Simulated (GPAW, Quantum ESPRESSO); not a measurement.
A Quantum ESPRESSO input for a self-consistent single point of KAlO3 (P1, 5 atoms in the cell) (DFT, PBEsol, plane waves, GBRV 1.5 ultrasoft (PBESOL) pseudopotentials):

```fortran
&control
 calculation = 'scf'
 prefix = 'KAlO3'
 outdir = './out'
 pseudo_dir = './'
 tprnfor = .true.
 tstress = .true.
/
&system
 ibrav = 0
 nat = 5
 ntyp = 3
 ecutwfc = 40
 ecutrho = 200
 occupations = 'smearing'
 smearing = 'fermi-dirac'
 degauss = 0.0073499
/
&electrons
 conv_thr = 1.0e-11
 mixing_beta = 0.7
/
ATOMIC_SPECIES
K     39.0983  k_pbesol_v1.4.uspp.F.UPF
Al    26.9815  al_pbesol_v1.uspp.F.UPF
O     15.9990  o_pbesol_v1.2.uspp.F.UPF
ATOMIC_POSITIONS alat
K    -0.0070810000    0.0102110000    0.0037750000
Al    0.5085950000    0.4950520000    0.4890730000
O     0.5023580000    0.4986250000   -0.0069630000
O     0.0102680000    0.4936140000    0.5133150000
O     0.4858600000    0.0024980000    0.5008000000
K_POINTS automatic
9 9 9  0 0 0
CELL_PARAMETERS angstrom
   3.8867320000     0.0000000000     0.0000000000
   0.0000000000     3.8867320000     0.0000000000
   0.0000000000     0.0000000000     3.8867320000
```

### Question
Translate this input to GPAW.

### Answer
One input that does it (others would too):

```python
from ase import Atoms
from ase.units import GPa
from gpaw import GPAW, PW, FermiDirac

atoms = Atoms(['K', 'Al', 'O', 'O', 'O'],
              cell=[[3.886732, 0.000000, 0.000000],
                    [0.000000, 3.886732, 0.000000],
                    [0.000000, 0.000000, 3.886732]],
              scaled_positions=[[-0.007081, 0.010211, 0.003775],
                                [0.508595, 0.495052, 0.489073],
                                [0.502358, 0.498625, -0.006963],
                                [0.010268, 0.493614, 0.513315],
                                [0.485860, 0.002498, 0.500800]],
              pbc=True)

calc = GPAW(mode=PW(950),
            xc='PBEsol',
            kpts=(9, 9, 9),
            occupations=FermiDirac(0.1),
            nbands=-13,
            convergence={'forces': 0.001},
            symmetry={'symmorphic': False, 'tolerance': 0.0005},
            maxiter=120,
            txt='-')

atoms.calc = calc

energy = atoms.get_potential_energy()
print('Energy (eV):', round(energy, 6))
forces = atoms.get_forces()
print('Forces (eV/Ang):')
print(forces.round(5))
stress = atoms.get_stress()
print('Stress (GPa, Voigt):', (stress / GPa).round(4))
```

Basis, cutoffs, solver keys and any potentials are the target program's own. This input uses DFT PBEsol, plane waves, GPAW PAW datasets PBEsol (made by gpaw-setup).

The starting cell comes from a database of computed structures (which also holds hypothetical and non-ambient phases and stackings), without a prior relaxation at this level. Its lattice was rescaled by a random factor within 2.5 % of one. For this run, on top of that: atoms moved at random.
